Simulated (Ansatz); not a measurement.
## Ansatz run on CdRe₂ (Fd-3m, 6 atoms in the cell): self-consistent single point

Method: PBE (plane waves, PAW; Ansatz, an electronic-structure program).

This input was run:

Ansatz 0.2 input:
```yaml
crystal:
  lattice:
    - [0.00000000, 3.81059100, 3.81059100]
    - [3.81059100, 0.00000000, 3.81059100]
    - [3.81059100, 3.81059100, 0.00000000]
  atoms:
    - { symbol: Re, position_ang: [0.95264775, 0.95264775, 0.95264775] }
    - { symbol: Re, position_ang: [0.95264775, 2.85794325, 2.85794325] }
    - { symbol: Re, position_ang: [2.85794325, 0.95264775, 2.85794325] }
    - { symbol: Re, position_ang: [2.85794325, 2.85794325, 0.95264775] }
    - { symbol: Cd, position_ang: [5.71588650, 5.71588650, 5.71588650] }
    - { symbol: Cd, position_ang: [3.81059100, 3.81059100, 3.81059100] }
basis:
  ecutwfc: 420.0
kpoints:
  mp_grid: { grid: [6, 6, 6] }
hamiltonian:
  xc: pbe
  pseudopotentials: { kind: paw }
scf:
  occupations: { method: methfessel_paxton, width: 0.272 }
output:
  forces: true
  eigenvalues: true
  stress: true
```

Output, abridged:

```
WARN ansatz: RAYON_NUM_THREADS=1 ignored (pool sized by the plan → 1); use --threads N
Pseudopotentials: kind: paw
Pseudopotential: Re, paw, valence charge 15
Pseudopotential: Cd, paw, valence charge 20
Crystal: 6 atoms, lattice volume = 110.664 Å³
Basis set: ecut = 420 eV, 2109 PW (Γ), exchange–correlation on 80×80×80 points (8 copies of the dense FFT grid, shifted against one another)
Bands: 60, of which v1, the nominal top of the filled ones, is band 50 counted from 1 (49 counted from 0)
Symmetry: 48 space group operations
Space group: Fd-3m (ITA 227), of the structure as read, at distance tolerance 4.8e-5 Å
k-points: 16 of 216
Initial density: superposition of atomic densities (neutral atoms: chi_scale 0, normalization atom), corrected by the library's trained network
Initial wavefunctions: pseudopotential atomic-orbital guess
Eigensolver: davidson
Functional: x = pbe(κ = 0.804, μ = 0.2195149727645171), c = pbe(β = 0.06672455060314922)
SCF iter   1: F=—  HF=-59977.296672 eV  |F-HF|=—  |Δ(HF+E_count)|=         —  Δρ=6.89e-3  dr2=1.37e-1  ethr=1.77e-3  ⟨swp⟩=4.9  Hψ=2861  notcnv=0
all-band conjugate gradients solve this SCF's bands
preconditioner: auto → Kerker (q_TF=auto, 2.683 Å⁻¹)
SCF iter   2: F=—  HF=-59977.277019 eV  |F-HF|=—  |Δ(HF+E_count)|=   1.97e-2  S|Δr|=    0.00e0  Δρ=4.04e-3  dr2=5.89e-2  ethr=1.37e-4  ⟨swp⟩=1.0  Hψ=1104  notcnv=0
SCF iter   3: F=—  HF=-59977.261862 eV  |F-HF|=—  |Δ(HF+E_count)|=   1.52e-2  S|Δr|=    0.00e0  Δρ=9.00e-4  dr2=1.66e-3  ethr=5.89e-5  ⟨swp⟩=2.0  Hψ=1213  notcnv=0
SCF iter   4: F=—  HF=-59977.261293 eV  |F-HF|=—  |Δ(HF+E_count)|=   5.70e-4  S|Δr|=    0.00e0  Δρ=1.81e-4  dr2=5.58e-5  ethr=1.66e-6  ⟨swp⟩=2.0  Hψ=1220  notcnv=0
SCF iter   5: F=—  HF=-59977.261279 eV  |F-HF|=—  |Δ(HF+E_count)|=   1.33e-5  S|Δr|=    0.00e0  Δρ=4.98e-5  dr2=2.83e-6  ethr=5.58e-8  ⟨swp⟩=2.0  Hψ=1225  notcnv=0
SCF iter   6: F=—  HF=-59977.261279 eV  |F-HF|=—  |Δ(HF+E_count)|=   2.77e-7  S|Δr|=    0.00e0  Δρ=1.23e-5  dr2=1.43e-7  ethr=2.83e-9  ⟨swp⟩=2.6  Hψ=1673  notcnv=0
SCF iter   7: F=-59977.261279 eV  HF=-59977.261279 eV  |F-HF|=1.15e-8  |Δ(HF+E_count)|=   6.11e-9  S|Δr|=    0.00e0  Δρ=4.84e-6  dr2=1.56e-8  ethr=1.00e-10  ⟨swp⟩=8.0  Hψ=3384  notcnv=0
SCF 1 converged in 7 iterations: F = -59977.261279 eV  dr2 = 1.56e-8
SCF converged after 7 iterations
Stability not checked (fill_not_monotonic)
Free energy (F): -59977.261279 eV
Harris-Foulkes:  -59977.261279 eV  (|F-HF|=1.15e-8)
Internal energy: -59977.246818 eV  (E = F + TS)
E sigma→0 (E₀):  -59977.257664 eV
Entropy (-TS):   -0.014461 eV (-2.410 meV/atom)
Fermi energy:    18.223316 eV
--- Per-component energies (eV) ---
  E_band       = -1262.295129
  E_kinetic    = 3152.574537
  E_local      = -9414.305790  (includes V_loc(G=0)·N_el)
  E_nonlocal   = 267.161358
  E_hartree    = 4016.203482
  E_xc         = -1960.238537
  E_vxc        = -1647.788489  (∫ρ·V_xc dr)
  E_paw        = -42802.077910  (= ΣΔE_a)
  E_vpaw       = -1652.332831  (= ΣTr[D̂ρ^β])
  E_aug_tail   = -0.000304  (compensation charges beyond the density's cutoff)
  E_ewald      = -13236.563654
  E_smearing   = -0.014461  (= −TS)
  E_closure    = 0.000000  (closes the sum)
  Σ components = -59977.261279   (vs F -59977.261279, Δ=0.00e0)
--- Forces (eV/Å), atoms counted from 1 ---
  atom   1  Re    -0.00000000     0.00000000     0.00000000
   [... zero for the other atoms too ...]
  max |Σ_I F_I| component: 3.24e-17 eV/Å
--- Stress (GPa, compression-positive) ---
      -10.171663      -0.000000      -0.000000
       -0.000000     -10.171663       0.000000
       -0.000000      -0.000000     -10.171663
  P = ⅓ Tr σ = -10.1717 GPa (-101.717 kbar)
  The stress holds the Pulay correction. Without it, at fixed plane waves, as pw.x and ABINIT print it: P = -10.2832 GPa
--- Band table (eV; the first three rows and the last of 16) ---
  k-point 0: bands = ["-84.1175", "-84.1168", "-61.9621", "-61.8614", "-61.8614", "-61.8614", "-45.1779", "-45.1779", "-45.1779", "-45.1728", "-45.1728", "-45.1728", "-24.6023", "-24.0703", "-24.0703", "-24.0703", "-23.9119", "-23.9119", "-23.4933", [...]
  k-point 1: bands = ["-84.1174", "-84.1168", "-61.9572", "-61.8664", "-61.8614", "-61.8614", "-45.1780", "-45.1780", "-45.1778", "-45.1730", "-45.1727", "-45.1727", "-24.5535", "-24.0554", "-24.0488", "-24.0488", "-23.8992", "-23.8992", "-23.5210", [...]
  k-point 2: bands = ["-84.1174", "-84.1169", "-61.9452", "-61.8786", "-61.8614", "-61.8614", "-45.1781", "-45.1781", "-45.1775", "-45.1733", "-45.1726", "-45.1726", "-24.4472", "-24.0117", "-24.0117", "-23.9897", "-23.8431", "-23.8431", "-23.6062", [...]
  k-point 15: bands = ["-84.1171", "-84.1171", "-61.9120", "-61.9120", "-61.8614", "-61.8614", "-45.1786", "-45.1786", "-45.1754", "-45.1754", "-45.1722", "-45.1722", "-24.1528", "-24.1528", "-23.8990", "-23.8990", "-23.7646", "-23.7646", [...]
```

The run converged in 7 iterations.

The starting cell was generated: these elements placed on a structure prototype, without a prior relaxation; it need not be a known phase or ordering of this composition. Spin-orbit coupling is off. Spin polarisation is off. With a pressure of about -10 GPa the cell is away from its equilibrium volume at this level. Ansatz's pressure includes its estimate of the finite-basis (Pulay) stress.
